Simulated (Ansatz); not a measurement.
Consider Mg$_{2}$Sn (space group Fm-3m, No. 225; a = 6.6638 Å; relaxed with 0.1 eV smearing). Axes: x, y, z lie along the cube axes.

Calculations: DFT with LDA, PAW potentials and a 420 eV plane-wave cutoff in Ansatz (a program for electronic structure), without spin-orbit coupling.

The change: every lattice vector is shortened by 1.00 %, atoms relaxed at fixed cell.

### Question
Predict the stress tensor and what it implies for the stiffness.

### Answer
Stress of the strained cell less that of the base (GPa, compression positive):
```
    1.5     0.0     0.0
    0.0     1.5     0.0
    0.0     0.0     1.5
```

Then B = −ΔP/(ΔV/V₀) with ΔV/V₀ = -0.0297 gives secant stiffness values (nonlinear terms included at this strain): B ≈ 50 GPa.

No phonon test of stability was made.
